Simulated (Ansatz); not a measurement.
The starting structures come from a database of crystals and need not be the phases stable at ambient conditions.

 Where the default PAW files enter, the runs use the earlier of Ansatz's two default sets.

Tunnelling through a barrier is set by its complex band structure: the current falls as exp(−2κd) with the smallest κ.

```
CELL_PARAMETERS angstrom
      5.01394     0.00000     0.00000
     -2.50697     4.86142     0.00711
      2.50697     1.28675     4.14716
ATOMIC_POSITIONS crystal
  Zn 0.26332 0.89498 0.36834
  Zn 0.73668 0.10502 0.63166
  Ge 0.68790 0.53185 0.15605
  Ge 0.31210 0.46815 0.84395
  O  0.16914 0.73049 0.78466
  O  0.83086 0.26951 0.21534
  O  0.51515 0.73049 0.04620
  O  0.48485 0.26951 0.95380
  O  0.77669 0.73049 0.43865
  O  0.22331 0.26951 0.56135
```

Space group of this cell: R-3. The cell was relaxed by PBE-D3(BJ); by r2SCAN its mean pressure is -5.4 GPa.

Transport runs along the normal of the first two printed cell vectors, the (101) plane of the conventional cell.

The gap is the functional's own. No spin-orbit coupling. Mid-gap values are interpolated on the energy grid.

Task: Give the band gap and the smallest decay constant κ at mid-gap that r2SCAN (Ansatz, a program for electronic structure) yields.

Result: Gap 2.93 eV on a 8×8×8 mesh; κ = 0.236 1/Å, at the zone centre.
